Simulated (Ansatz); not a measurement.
## GaAs, response to strain

Start from GaAs in the zinc blende structure (space group F-43m, No. 216; a = 5.6594 Å). Axes: x, y, z lie along the cube axes.

Strains are applied to the cell and any free atomic positions relax; under biaxial strain the out-of-plane vector relaxes too; under stress the whole cell relaxes.

Level of theory: DFT with PBEsol, PAW potentials and a 420 eV plane-wave cutoff in Ansatz (a quantum-chemistry and plane-wave program), without spin-orbit coupling, earlier PAW set.

Notes on the quantities. energy relative to the base: free energy F; pressure: mean of the normal stresses, compression positive.

| change | band gap | energy relative to the base | space group | shortest interatomic distance | pressure |
|---|---|---|---|---|---|
| base | 0.42 eV | 0 meV/atom | F-43m (No. 216) | 245.1 pm | 0.00 GPa |
| biaxial strain −0.80 %, plane normal [111], relaxed out of plane | 0.48 eV | +1.5 meV/atom | R3m (No. 160) | 243.8 pm | 0.88 GPa |
| biaxial strain −0.13 %, plane normal [111], relaxed out of plane | 0.43 eV | 0.0 meV/atom | R3m (No. 160) | 244.9 pm | 0.14 GPa |
| isotropic strain −4.65 % | 1.05 eV | +113 meV/atom | F-43m (No. 216) | 233.7 pm | 13.74 GPa |
| uniaxial strain ε_xx = −2.65 % | 0.52 eV | +5.6 meV/atom | I-4m2 (No. 119) | 242.9 pm | 1.97 GPa |
| uniaxial strain ε_xx = −0.48 % | 0.44 eV | +0.2 meV/atom | I-4m2 (No. 119) | 244.7 pm | 0.34 GPa |
| uniaxial strain ε_yy = −0.73 % | 0.45 eV | +0.4 meV/atom | I-4m2 (No. 119) | 244.5 pm | 0.52 GPa |
| uniaxial strain ε_zz = +5.69 % | zero | +24 meV/atom | I-4m2 (No. 119) | 249.8 pm | -3.3 GPa |
| tensor shear ε_xz = +2.65 % | 0.17 eV | +11 meV/atom | Imm2 (No. 44) | 243.2 pm | 0.09 GPa |
| uniaxial stress, 2 GPa tension along z | 0.28 eV | +3.4 meV/atom | I-4m2 (No. 119) | 245.9 pm | – |

Stability under load was not tested beyond the relaxation. All final runs are without spin polarisation. A zero or small gap of GaAs under uniaxial strain ε_zz = +5.69 %, GaAs under tensor shear ε_xz = +2.65 % and GaAs under uniaxial stress, 2 GPa tension along z can be the functional's error rather than a property of the material.
